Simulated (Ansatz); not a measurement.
**A computed series for FeS2: point defects**

Take a 24-atom supercell of FeS₂ (space group Pnnm, No. 58; non-magnetic) at its relaxed geometry as the base.

```xyz
24
Lattice="4.3675 -5.3332 0.0000 4.3675 5.3332 0.0000 -4.3675 0.0000 6.6890" Properties=species:S:1:pos:R:3 pbc="T T T"
Fe     2.1837     2.6666     1.6722
Fe     2.1837     2.6666     5.0167
Fe     2.1837    -2.6666     1.6722
Fe     2.1837    -2.6666     5.0167
Fe     0.0000     0.0000     0.0000
Fe     0.0000     0.0000     3.3445
Fe     4.3675     0.0000     0.0000
Fe     4.3675     0.0000     3.3445
S      3.0886     4.6633     1.6722
S     -1.2789    -0.6698     5.0167
S      3.0886    -0.6698     1.6722
S      3.0886    -0.6698     5.0167
S      5.2723    -1.9967     0.0000
S      0.9049     3.3364     3.3445
S      5.2723     3.3364     0.0000
S      0.9049    -1.9967     3.3445
S      3.4626     1.9967     0.0000
S      3.4626     1.9967     3.3445
S      3.4626    -3.3364     0.0000
S      3.4626    -3.3364     3.3445
S      1.2789     0.6698     1.6722
S      1.2789     0.6698     5.0167
S      5.6463     0.6698     1.6722
S      1.2789    -4.6633     5.0167
```

One neutral defect a cell, atoms relaxed at fixed cell.

The values are results of Ansatz (an electronic-structure program) PBEsol, no spin-orbit coupling, earlier PAW set, not measurements.

Candidates:
(a) Hg on a Fe site
(b) Te on a S site
(c) Li interstitial (started 2.02 Å from the nearest host atom)

Base values:

| Quantity | Value |
|---|---|
| Pressure | 0.0 GPa |

### Question
Order them by pressure, lowest first.

### Answer
(c) Li interstitial (started 2.02 Å from the nearest host atom) (5.9 GPa), (b) Te on a S site (6.5 GPa), (a) Hg on a Fe site (12.3 GPa)

Other magnetic orders, which the real material may have, were not ruled out. The cell is small, so the values are those of an ordered compound at a high defect concentration; dilute-limit values will differ. The mesh was chosen for an insulator and is coarse for the gapless case. Starting moments died away, wholly or in part, for Hg on a Fe site, the base, Te on a S site and Li interstitial (started 2.02 Å from the nearest host atom); another magnetic solution may exist. Spin-polarised in the final run: Hg on a Fe site, Te on a S site and Li interstitial (started 2.02 Å from the nearest host atom); the other runs are not.
